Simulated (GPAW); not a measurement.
A self-consistent single point of CrPbO₃ (Pm-3m, 5 atoms in the cell) with GPAW.

Method of the run: PBEsol, GPAW PAW datasets PBEsol (made by gpaw-setup) (plane waves; GPAW).

```
CrPbO3
1.0
    3.96171     0.00000     0.00000
    0.00000     3.96171     0.00000
    0.00000     0.00000     3.96171
Cr Pb O
1 1 3
Direct
  0.00000   0.00000   0.00000
  0.50000   0.50000   0.50000
  0.00000   0.00000   0.50000
  0.50000   0.00000   0.00000
  0.00000   0.50000   0.00000
```
Moments meant for the start (each program seeds them in its own way; μB, in the order of the atoms Cr Pb O O O): 3.0 0.0 0.0 0.0 0.0.

Reference input (self-consistent single point, DFT LDA (Perdew-Wang 92), plane waves, GPAW PAW datasets LDA (gpaw-data 1.0.1)): spinpol = true; mode = pw; ecut = 900 eV; xc = LDA; kpts = 8 8 8; mesh shift (steps) = 0 0 0; occupations.name = methfessel-paxton; occupations.width = 0.05 eV; occupations.order = 0; nbands = -11; convergence.density = 1e-05 e/electron; convergence.energy = 1e-05 eV/electron. This run's input differs from it in these lines:

```diff
@@ -19,3 +19,3 @@
             mode={'name': 'pw', 'ecut': 900},
-            xc='LDA',
+            xc='PBEsol',
             kpts={'size': (8, 8, 8), 'gamma': True},
```

Its files differ too (potentials: GPAW PAW datasets PBEsol (made by gpaw-setup)).

The program printed (abridged):

```
     iter     time        total  log10-change:  magmom
                         energy   eigst   dens
iter:   1 --:--:--   -41.761398                   +2.9844
iter:   2 --:--:--   -40.480305   -1.02  -0.97    +2.2953
iter:   3 --:--:--   -38.642056   -0.98  -1.05    +1.9835
iter:   4 --:--:--   -38.530385   -1.89  -1.35    +2.0409
iter:   5 --:--:--   -39.852192   -0.98  -1.28    +2.0193
   [... 6 lines left out ...]
iter:  12 --:--:--   -37.908863   -4.01  -2.39    +2.0003
iter:  13 --:--:--   -37.913292   -4.29  -3.33    +2.0004
iter:  14 --:--:--   -37.913691   -4.73  -3.35    +2.0001
   [... lines left out ...]
iter:  23 --:--:--   -37.913562c  -7.61c -4.61    +2.0000
iter:  24 --:--:--   -37.913561c  -8.82c -4.61    +2.0000
iter:  25 --:--:--   -37.913561c  -8.38c -4.63    +2.0000
iter:  26 --:--:--   -37.913561c  -9.62c -4.66    +2.0000
iter:  27 --:--:--   -37.913562c  -7.45c -4.67    +2.0000
iter:  28 --:--:--   -37.913562c  -8.75c -4.65    +2.0000
iter:  29 --:--:--   -37.913562c  -7.80c -4.64    +2.0000
iter:  30 --:--:--   -37.913562c  -8.92c -4.80    +2.0000
iter:  31 --:--:--   -37.913562c  -9.16c -4.88    +2.0000
iter:  32 --:--:--   -37.913562c  -9.40c -4.98    +2.0000
iter:  33 --:--:--   -37.913562c  -9.01c -5.01c   +2.0000
Converged after 33 iterations.

Dipole moment: (-0.000000, -0.000000, -0.000000) |e|*Ang

Total magnetic moment: (0.000000, 0.000000, 2.000000)
Local magnetic moments:
   0 Cr ( 0.000000,  0.000000,  2.002340)
   1 Pb ( 0.000000,  0.000000, -0.013517)
   2 O  ( 0.000000,  0.000000, -0.031133)
   3 O  ( 0.000000,  0.000000, -0.031133)
   4 O  ( 0.000000,  0.000000, -0.031133)

Energy contributions relative to reference atoms: (reference = -601778.019181)

Kinetic:         -5.539354
Potential:       -6.883495
External:        +0.000000
XC:             -26.334994
Entropy (-ST):   -0.004393
Local:           +0.846478
SIC:             +0.000000
--------------------------
Free energy:    -37.915758
Extrapolated:   -37.913562

Spin contamination: 0.150252 electrons
Showing only first 2 kpts
                      Up                     Down
   [... lines left out ...]
Fermi level: 6.85695
No gap
   [... lines left out ...]
Energy (eV): -37.913562

Forces in eV/Ang:
  0 Cr   -0.00000   -0.00000   -0.00000
  1 Pb   -0.00000   -0.00000   -0.00000
  2 O     0.00000    0.00000   -0.00000
  3 O    -0.00000    0.00000    0.00000
  4 O     0.00000   -0.00000    0.00000

Stress tensor:
     0.091128     0.000000     0.000000
     0.000000     0.091128     0.000000
     0.000000     0.000000     0.091128
Stress (GPa, Voigt): [14.6004 14.6004 14.6004  0.      0.      0.    ]
```

The run converged in 33 iterations. GPAW prints stress with tension positive. Against the reference run the size of the net moment stays at 0.40 μB/atom.

At such cutoffs GPAW's stress carries a finite-basis (Pulay) error, which enters relaxed cells too; its log prints stress with tension positive.

The starting cell comes from a database of computed structures (which also holds hypothetical and non-ambient phases and stackings), without a prior relaxation at this level. Its lattice was rescaled by a random factor within 2.5 % of one. With one magnetic atom in the cell only a parallel order is possible.

Cost on one core of a shared machine: roughly 3 min.
